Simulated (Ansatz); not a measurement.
Take SiC in the wurtzite structure (space group P6_3mc, No. 186; a = 3.056 Å, c = 5.016 Å) as the base.

Method: Ansatz (an electronic-structure program) LDA, no spin-orbit coupling.

Before the change:

The band gap is 2.13 eV, the pressure is 0.00 GPa and the smallest direct gap is 3.92 eV.

Now apply this change: every lattice vector is shortened by 0.60 %, atoms relaxed at fixed cell.

Problem. What does the calculation give for the band gap, pressure and smallest direct gap after the change?

Solution. The band gap drops by 0.03 eV to 2.10 eV; the pressure (mean of the normal stresses, compression positive) goes from zero to 4.31 GPa; the smallest direct gap increases by 0.04 eV, from 3.92 eV to 3.96 eV.

The cells carry an imposed strain or load. No phonon test of stability was made.
